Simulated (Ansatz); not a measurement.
Consider a 32-atom cell of (Ru,Rh) started in the hexagonal close-packed structure, site fractions Ru 0.125, Rh 0.875, short-range order 0.00 among the nearest mixed sites of the first mixed sublattice (0 is random, a negative value favours unlike neighbours), space group P1 at the end. Its start:

```yaml
crystal:
  lattice:
    - [1.36643, -7.09854, -4.38154]
    - [-1.36631, 7.09832, -4.38114]
    - [6.83156, 2.36621, 4.38130]
  atoms:
    - { symbol: Rh, position: [0.54504, 0.37560, 0.16866] }
    - { symbol: Rh, position: [0.29306, 0.50188, 0.04390] }
    - { symbol: Rh, position: [0.79237, 0.00032, 0.04346] }
    - { symbol: Rh, position: [0.28916, 0.99766, 0.53989] }
    - { symbol: Ru, position: [0.53960, 0.62620, 0.41536] }
    - { symbol: Rh, position: [0.04018, 0.12583, 0.41607] }
    - { symbol: Ru, position: [0.28798, 0.74578, 0.29240] }
    - { symbol: Ru, position: [0.79620, 0.25612, 0.29273] }
    - { symbol: Rh, position: [0.04220, 0.87292, 0.16770] }
    - { symbol: Rh, position: [0.54194, 0.12462, 0.91836] }
    - { symbol: Rh, position: [0.29125, 0.24975, 0.79072] }
    - { symbol: Rh, position: [0.54191, 0.87505, 0.66538] }
    - { symbol: Rh, position: [0.03923, 0.37374, 0.66469] }
    - { symbol: Rh, position: [0.79127, 0.50024, 0.53916] }
    - { symbol: Rh, position: [0.04407, 0.62651, 0.91894] }
    - { symbol: Rh, position: [0.78984, 0.74975, 0.78981] }
    - { symbol: Rh, position: [0.45907, 0.12242, 0.33300] }
    - { symbol: Rh, position: [0.21120, 0.25166, 0.20928] }
    - { symbol: Rh, position: [0.70889, 0.74816, 0.21003] }
    - { symbol: Rh, position: [0.20720, 0.74958, 0.70725] }
    - { symbol: Rh, position: [0.45920, 0.37672, 0.58219] }
    - { symbol: Rh, position: [0.95521, 0.87273, 0.58109] }
    - { symbol: Rh, position: [0.20944, 0.50125, 0.45816] }
    - { symbol: Rh, position: [0.70484, 0.99829, 0.45573] }
    - { symbol: Ru, position: [0.96064, 0.62297, 0.33263] }
    - { symbol: Rh, position: [0.46070, 0.87763, 0.08673] }
    - { symbol: Rh, position: [0.20734, 0.99999, 0.95784] }
    - { symbol: Rh, position: [0.45787, 0.62506, 0.83381] }
    - { symbol: Rh, position: [0.95883, 0.12557, 0.83328] }
    - { symbol: Rh, position: [0.70744, 0.25075, 0.70833] }
    - { symbol: Rh, position: [0.95802, 0.37518, 0.08472] }
    - { symbol: Rh, position: [0.70879, 0.50008, 0.95872] }
```

These are PBE (plane waves to 420 eV, PAW; Ansatz, an electronic-structure program) values and carry that method's errors. No spin–orbit coupling; the runs are not spin-polarised. Its k-point mesh 5×5×5, Fermi–Dirac width 0.05 eV.

Q: Predict the alloy's volume and bond lengths.

A: 
```
Property                                                                                           Value
---------------------------------------------------------  ---------------------------------------------
volume per atom                                                                                 14.05 Å³
Rh–Rh bonds (within 1.22 times the sum of covalent radii)  2.712 Å on average, from 2.664 to 2.762 (147)
Rh–Ru bonds (within 1.22 times the sum of covalent radii)   2.698 Å on average, from 2.655 to 2.741 (42)
Ru–Ru bonds (within 1.22 times the sum of covalent radii)    2.682 Å on average, from 2.672 to 2.699 (3)
```
